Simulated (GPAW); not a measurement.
Worked example: self-consistent single point of Cu (Fm-3m, 1 atom in the cell) in GPAW.

Method: PBEsol, GPAW PAW datasets PBEsol (made by gpaw-setup) (plane waves; GPAW 25.7.0).

```
CELL_PARAMETERS angstrom
      0.00000     1.80660     1.80660
      1.80660     0.00000     1.80660
      1.80660     1.80660     0.00000
ATOMIC_POSITIONS crystal
  Cu 0.00000 0.00000 0.00000
```

Reference input (self-consistent single point, DFT PBE, plane waves, GPAW PAW datasets PBE (gpaw-data 1.0.1)): mode = pw; ecut = 850 eV; xc = PBE; kpts = 16 16 16; mesh shift (steps) = 0 0 0; occupations.name = fermi-dirac; occupations.width = 0.136 eV; nbands = -9; convergence.forces = 0.001 eV/Å; symmetry.symmorphic = false; symmetry.tolerance = 0.0005; maxiter = 120. This run's input differs from it in these lines:

```diff
@@ -12,3 +12,3 @@
 calc = GPAW(mode={'name': 'pw', 'ecut': 850},
-            xc='PBE',
+            xc='PBEsol',
             kpts={'size': (16, 16, 16), 'gamma': True},
```

Its files differ too (potentials: GPAW PAW datasets PBEsol (made by gpaw-setup)).

Log, with long lists cut:

```
     iter     time        total  log10-change:
                         energy   eigst   dens  force
iter:   1 --:--:--    -5.299988
iter:   2 --:--:--    -4.898016   -2.48  -1.16
iter:   3 --:--:--    -4.290012   -1.76  -1.25
iter:   4 --:--:--    -4.288811   -4.01  -1.84
iter:   5 --:--:--    -4.264846   -3.09  -1.90
iter:   6 --:--:--    -4.264790   -4.33  -3.09
iter:   7 --:--:--    -4.265026c  -4.74  -3.19
iter:   8 --:--:--    -4.264796c  -5.24  -2.85
iter:   9 --:--:--    -4.264796c  -7.53c -3.99
iter:  10 --:--:--    -4.264797c  -7.90c -4.27c
iter:  11 --:--:--    -4.264797c  -7.83c -4.64c -22.92c
Converged after 11 iterations.

Dipole moment: (-0.000000, 0.000000, 0.000000) |e|*Ang

Energy contributions relative to reference atoms: (reference = -44984.480490)

Kinetic:        -15.246396
Potential:      +12.253401
External:        +0.000000
XC:              -1.354685
Entropy (-ST):   -0.018597
Local:           +0.092182
SIC:             +0.000000
--------------------------
Free energy:     -4.274096
Extrapolated:    -4.264797

Showing only first 2 kpts
 Kpt  Band  Eigenvalues  Occupancy
  0     3      4.84548    2.00000
  0     4      5.67381    2.00000
  0     5      5.67381    2.00000
  0     6     30.93833    0.00000

  1     3      4.89026    2.00000
  1     4      5.62303    2.00000
  1     5      5.69432    2.00000
  1     6     30.21215    0.00000

Fermi level: 7.85653

No gap
No difference between direct/indirect transitions
Energy (eV): -4.264797

Forces in eV/Ang:
  0 Cu    0.00000    0.00000    0.00000

Stress tensor:
     0.029453     0.000000    -0.000000
     0.000000     0.029453     0.000000
    -0.000000     0.000000     0.029453
Stress (GPa, Voigt): [ 4.7189  4.7189  4.7189  0.     -0.      0.    ]
```

The run converged in 11 iterations. GPAW prints stress with tension positive. Against the reference run the pressure goes from 3.16 to -4.72 GPa.

The starting cell comes from a database of computed structures (which also holds hypothetical and non-ambient phases and stackings), without a prior relaxation at this level. Its lattice was rescaled by a random factor within 2.5 % of one. Spin polarisation is off. With a pressure of about -5 GPa the cell is away from its equilibrium volume at this level.
